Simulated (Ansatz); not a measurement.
The starting structures come from a database of crystals and need not be the phases stable at ambient conditions.

By PBEsol, the system below comes out a metal.

The ballistic (Sharvin) conductance counts the channels at the Fermi level: G/A = (e²/h) × channels of both spins per area.

Here is the system:

```
CELL_PARAMETERS angstrom
      4.44708     0.00000     0.00000
     -2.22354     3.85128     0.00000
      2.22354     1.28376     0.93499
ATOMIC_POSITIONS crystal
  Pd 0.00000 0.00000 0.00000
```

Space group of this cell: R-3m. The cell is strained (lengths along the current scaled by 1.03, ions clamped); by PBEsol its mean pressure is -13.6 GPa.

The current flows along the normal of the first two printed cell vectors, the (111) (indices of the unstrained crystal) plane of the conventional cell. No spin-orbit coupling; the value is a mean over 0.1 eV about the Fermi level.

Task: Compute, with Ansatz (a quantum-chemistry and plane-wave program) with PBEsol, the ballistic conductance per area.

Result: 1.6 × 10¹⁵ S/m² for both spins.
